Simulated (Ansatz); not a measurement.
The (115) surface of germanium, from a spin-polarised start, 2 pairs of surface atoms bonded, H on both atoms of one pair (paired Ge at depth 1.1 Å) alone (bottom of the slab: built like the top, H on every dangling bond, free)

Method: PBE (plane waves to 420 eV, PAW; Ansatz, a program for electronic structure).

Slab: 48 atoms, 12.7 Å thick at the start with caps and adatoms (thin: gaps and levels are the slab's own); k 4x3x1, smearing 0.025 eV, dipole-corrected; 8 atoms held, the rest relaxed; no symmetry held; spin-polarised from one start with parallel moments (other orders not tried), no spin-orbit, no U. The starting moment vanished. It is one candidate, not shown to be the stable structure of the face.

| Quantity | Value |
|---|---|
| gap of the slab on its k-mesh | 0.62 eV |
| highest filled level below the top vacuum level | 4.80 eV |
| energy released by relaxation | 2.11 eV |
| magnetic moment of the cell | 0.00 μB |
| cost | very roughly 5 core-hours |
